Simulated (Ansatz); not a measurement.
An input for Ansatz (PBEsol) and the part of its output that reports the quasi-harmonic study. Lengths are of the primitive cell. Spin-orbit coupling is not included.

Ansatz 0.2 input:
```yaml
crystal:
  lattice:
    - [0.0, 1.9144563138, 1.9144563138]
    - [1.9144563138, 0.0, 1.9144563138]
    - [1.9144563138, 1.9144563138, 0.0]
  atoms:
    - { symbol: Ir, position: [0.0, 0.0, 0.0] }
kpoints:
  mp_grid: { grid: [16, 16, 16] }
hamiltonian:
  xc: pbesol
  pseudopotentials: { kind: paw }
scf:
  occupations: { method: methfessel_paxton, width: 0.15 }
phonons:
  method: dfpt
  qmesh: [4, 4, 4]
  temperatures: { t_max: 1000, t_step: 25 }
  thermal_expansion: {}
checkpoint:
  write: run
```

```
--- Thermal expansion: 11 cells in 3 rounds, 0 GPa ---
  no lower state was reached at cell 4; its state was not examined: fill_not_monotonic
  without vibrations: a 2.70888, b 2.70888, c 2.70888 Å, V 14.0558 Å³, B 385.94 GPa
  at 0 K: a 2.71073, b 2.71073, c 2.71073 Å, V 14.0846 Å³, B 383.11 GPa
  zero-point expansion: a +0.068, b +0.068, c +0.068, V +0.205 %
      T/K        a/Å        b/Å        c/Å       V/Å³ | expansion of a, b, c, V (1e-6/K)   | that of V in the mean from 25 °C | C_P, C_V (J/mol K of the cell) | B_T, B_S (GPa)
     0.00    2.71073    2.71073    2.71073    14.0846 |    0.00    0.00    0.00    0.00 |   14.09 |     0.000     0.000 |   383.11   383.11
   100.00    2.71129    2.71129    2.71129    14.0933 |    4.69    4.69    4.69   14.08 |   18.10 |    18.048    17.984 |   380.88   382.24
   200.00    2.71282    2.71282    2.71282    14.1172 |    6.20    6.20    6.20   18.61 |   19.35 |    23.479    23.257 |   376.28   379.86
   298.15    2.71454    2.71454    2.71454    14.1440 |    6.66    6.66    6.66   19.97 |       - |    24.980    24.604 |   371.52   377.20
   375.00    2.71595    2.71595    2.71595    14.1661 |    6.87    6.87    6.87   20.61 |   20.32 |    25.626    25.126 |   367.70   375.01
   475.00    2.71785    2.71785    2.71785    14.1959 |    7.09    7.09    7.09   21.28 |   20.71 |    26.246    25.580 |   362.63   372.08
   575.00    2.71981    2.71981    2.71981    14.2265 |    7.29    7.29    7.29   21.88 |   21.06 |    26.772    25.929 |   357.44   369.06
   675.00    2.72182    2.72182    2.72182    14.2581 |    7.49    7.49    7.49   22.47 |   21.40 |    27.265    26.234 |   352.13   365.97
   775.00    2.72388    2.72388    2.72388    14.2906 |    7.69    7.69    7.69   23.07 |   21.73 |    27.752    26.521 |   346.71   362.80
   875.00    2.72601    2.72601    2.72601    14.3241 |    7.90    7.90    7.90   23.70 |   22.06 |    28.248    26.802 |   341.15   359.55
   975.00    2.72819    2.72819    2.72819    14.3585 |    8.12    8.12    8.12   24.35 |   22.40 |    28.761    27.085 |   335.46   356.23
  1000.00    2.72875    2.72875    2.72875    14.3673 |    8.17    8.17    8.17   24.52 |   22.49 |    28.893    27.156 |   334.02   355.39
  the static fit leaves 0.003 meV an atom of the energies and, of the stresses, 0.000 GPa of each cell's largest along a strain (root mean squares over the cells), whose Pulay part it has at -0.073 GPa
  vibrations' free energy: its fit leaves 0.0000 meV an atom at the most
  the electrons' free energy at temperature is in it; its fit leaves 0.0002 meV an atom at the most
  free energies summed between the sampled wave vectors
  estimated error of the fitted expansion in any direction: up to 0.011e-6/K, at 1000 K (an estimate, not a bound: it was exceeded on models of known expansion)
  by sums over the sampled wave vectors an expansion of the volume parts by up to 0.47e-6/K
  by a static energy of one degree less an expansion of the volume parts by up to 0.02e-6/K
```

Warnings of the run: completed_step_reentered, occupations_restored, relax_continuation, seed_accepted, thermal_expansion_settings, resumed_after_interruption.

Whether this phase is the stable one at each condition was not tested.

The PAW data sets were generated under PBE and serve the other functionals too.

Ansatz is a program for electronic structure.
